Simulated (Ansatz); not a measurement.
Consider RuSi (space group P2_13, No. 198; a = 4.705 Å).

Now apply this change: cell and atoms relaxed at a pressure of 30 GPa.

Levels (all Ansatz, a program for electronic structure, PAW): r2SCAN (500 eV, no SOC); HSE06 (420 eV, spin-orbit coupling left out).

The geometry is relaxed with r2SCAN.

| Property | Result |
|---|---|
| r2SCAN band gap | 0.32 eV |

With HSE06 at the same geometry, the band gap grows by 0.43 eV to 0.75 eV.

Single points use the geometry relaxed with r2SCAN. Their cutoffs differ, which shifts pressures a little. The hybrid gap comes from the SCF mesh plus the semilocal run's edge points and a few special points and is an upper bound. Load acts through the strain it causes; cell and atoms are relaxed under it. No phonon test of stability was made. No other phases were tried under pressure.
